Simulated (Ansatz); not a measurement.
K2S: energy against strain

K2S (antifluorite, Fm-3m, 32.900 Å³/atom at rest, cube axes along x, y and z) under a strain ε along a cube axis (axis z), the other axes held. PBEsol in Ansatz, a plane-wave DFT program (PAW, default set), 420 eV, 8×8×8 Γ-centred mesh, Fermi-Dirac smearing 0.05 eV; ions are relaxed within the symmetry of each cell.

Here s stands for strain and y for E less E0.

```
strain (%)  E less E0 (meV/atom)
----------  --------------------
-3.00                          ?
-1.50                       0.86
-1.00                       0.39
-0.50                       0.10
0.00                        0.00
0.50                        0.09
1.00                        0.36
1.50                        0.81
```

The 7 complete rows are fitted with a parabola, y against s. Least squares gives y = 0.002 - 0.0157·s + 0.3705·s². Residuals (row less fit): 0.001, 0.002, -0.002, -0.002, 0.003, 0.003, -0.002; standard error 0.003 (degrees of freedom: 4). Twice the quadratic coefficient over the volume, 2 × 0.3705 meV × 10⁴ × 0.1602 / 32.900 Å³, is the elastic constant C11 = 36 ± 0.1 GPa.

### Question
Estimate the missing y (s = -3.00); what did the run itself give?

### Answer
y = 0.002 - 0.0157 × (-3.0) + 0.3705 × (-3.0)² = 3.384 meV/atom. The calculation gives 3.44 meV/atom, 0.056 meV/atom above the prediction (1.6 % of the range of y in the table). The row lies outside the fitted rows, so this is an extrapolation. The fitted rows scatter only by rounding.

One order more, fitted to all 13 runs of the series, follows each within 0.01, so the miss is the next term of a smooth law. Rows are the converged runs of the series near zero and its far end; series whose fitted rows scatter by over a few per cent of the range, as at a crossing or softening among them, aren't shown in this form. Most that stay on the fit to the last digits aren't either.
